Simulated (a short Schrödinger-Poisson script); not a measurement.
Stack: single CdTe/Cd0.75Zn0.25Te quantum well.

| layer | material | thickness (nm) |
|---|---|---|
| 1 | Cd0.75Zn0.25Te | 20 |
| 2 | CdTe | 12 |
| 3 | Cd0.75Zn0.25Te | 20 |

The device is made up for the run: typed textbook-type constants, with dimensions and the other settings drawn at random. CdTe: direct gap (eV) 1.5, conduction-band edge (eV) 0, electron mass (mₑ) 0.096, heavy-hole mass 0.6, light-hole mass 0.12. Cd0.75Zn0.25Te: direct gap (eV) 1.65, conduction-band edge (eV) 0.12, electron mass (mₑ) 0.1, heavy-hole mass 0.6, light-hole mass 0.13.

The valence-band edge of each layer lies one gap below its conduction-band edge. The electron's potential energy rises along the stack by the applied field. Mesh 0.03 nm at interfaces.

Problem. Estimate e1 and hh1 for infinitely high walls at zero field, and compare with the finite well.

Solution. ħ²π²/(2mL²) gives 27.2 meV for the electron and 4.4 meV for the heavy hole. The finite well gives 15.7 and 2.8 meV, 0.58 and 0.64 of the estimates, as the states reach into the barriers (3 % of e1 lies outside the well).

From a short Schrödinger-Poisson script (our own, NumPy): one-band effective-mass equation with BenDaniel-Duke matching, electrons, heavy and light holes apart, hard walls at the outer ends, one valence edge for both holes (no strain splitting), no charge, excitons, band mixing or non-parabolicity; under a field the levels are quasi-bound states of a box, listed while three quarters of their weight lies within 4 nm of the wells.
